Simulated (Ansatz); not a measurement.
## Effect of isotropic strain +0.75 % on Al2CdS4

Take Al$_{2}$CdS$_{4}$ (space group I-4, No. 82; a = 5.521 Å, c = 10.154 Å) as the base.

It is then changed as follows: the cell is scaled by 1.0075 in all directions, atoms relaxed at fixed cell.

The values are results of PBEsol, PAW, 420 eV (Ansatz, a first-principles code; scalar-relativistic without spin-orbit coupling), not measurements. Settings: 9×9×9 k-points, 0.05 eV Fermi–Dirac smearing.

| quantity | base | changed | shift |
|---|---|---|---|
| volume per atom | 22.11 Å³ | 22.61 Å³ | +0.50 Å³ |
| space group | I-4 (No. 82) | I-4 (No. 82) | – |
| shortest interatomic distance | 2.261 Å | 2.266 Å | +0.005 Å |
| energy relative to the base (free energy F) | 0 meV/atom | +1.4 meV/atom | +1.4 meV/atom |
| pressure (mean of the normal stresses, compression positive) | 0.00 GPa | -0.87 GPa | -0.87 GPa |
| band gap | 2.82 eV | 2.73 eV | -0.09 eV |
| gap character | indirect, k = (0.222, -0.222, 1/3) in the run's primitive reciprocal basis → Γ | indirect, X → Γ | – |
| smallest direct gap | 2.87 eV | 2.80 eV | -0.07 eV |
| width of the top valence band | 0.46 eV | 0.43 eV | -0.03 eV |
| electron mass | 0.36 mₑ along c, 0.23 mₑ across (at Γ) | 0.33 mₑ along c, 0.23 mₑ across (at Γ) | – |
| valley order (the lowest conduction-band minima on the path, energy above the VBM, named in the base's zone) | Γ 2.82 eV; X (0, 0, 1/2) 3.51 eV; M (1/2, 1/2, 1/2) 3.59 eV | Γ 2.73 eV; X (0, 0, 1/2) 3.43 eV; M (1/2, 1/2, 1/2) 3.63 eV | – |
| largest internal atomic displacement | – | 0.027 Å | – |

Final structure:

```xyz
7
Lattice="-2.7813 2.7813 5.1150 2.7813 -2.7813 5.1150 2.7813 2.7813 -5.1150" Properties=species:S:1:pos:R:3 pbc="T T T"
Al     0.0000     0.0000     5.1150
Al     2.7813     0.0000     2.5575
Cd     0.0000     0.0000     0.0000
S      4.0316     1.4763     1.3773
S     -1.2503     1.3051     6.4923
S      1.4763     1.5311    -1.3773
S      1.3051     1.2503     3.7377
```

Masses are band curvatures over ±0.01 Å⁻¹ around the edge. Whether these cells are dynamically stable was not tested.
